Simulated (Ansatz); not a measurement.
The parent structure is TiAl (space group P4/mmm, No. 123; a = 2.7963 Å, c = 4.0381 Å; relaxed with 0.1 eV smearing). Axes: x, y, z lie along a, b, c of the conventional cell.

Calculations: PBEsol in Ansatz (plane waves to 420 eV, PAW, no spin-orbit coupling).

Before the change:

| Quantity | Result |
|---|---|
| Pressure | 0.0 GPa |
| Shortest interatomic distance | 2.796 Å |

Perturbation: compressive biaxial strain of 0.50 % in the plane normal to [001], as in epitaxy on a mismatched substrate; the out-of-plane cell vector and the atoms relax.

### Question
How does this affect the out-of-plane strain, pressure and shortest interatomic distance?

### Answer
The out-of-plane strain comes out as +0.52 %; the pressure (mean of the normal stresses, compression positive) goes from zero to 0.6 GPa; the shortest interatomic distance shrinks by 0.014 Å to 2.782 Å.

No phonon test of stability was made. The final runs are not spin-polarised.

Ansatz is a program for electronic structure.
